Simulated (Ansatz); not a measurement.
For HfGe (model structure, started from the CoSn type, P6/mmm, No. 191, 6 atoms in the cell), PBE in Ansatz (PAW) gives:

```
Item                            Value
---------------------  --------------
lattice parameter a           6.169 Å
lattice parameter c           4.151 Å
enthalpy of formation  -0.164 eV/atom
```

Problem. What does PBE-D3(BJ) in Ansatz (PAW) give for the same quantities?

Solution. 
- lattice constant a: 6.086 Å (falls by 1.3 %)
- lattice parameter c: 4.143 Å (falls by 0.2 %)
- formation enthalpy: -0.164 eV/atom (moves by 0.000 eV/atom)

Changes are worked out from the printed values.

Unless a cell is named, each level is at its own relaxed cell (PBE 22.80, PBE-D3(BJ) 22.15 Å³/atom).

Levels without +SOC leave out spin–orbit coupling, which shifts energies and cells of such heavy elements.

Ansatz's density-functional and Hartree–Fock values are scalar-relativistic unless marked +SOC, with PAW data made under PBE.

A model structure was made by putting elements into a prototype or built by hand; it is no filed structure, need not be a known phase, and can be a saddle point held by its symmetry.

Ansatz is a program for electronic structure.
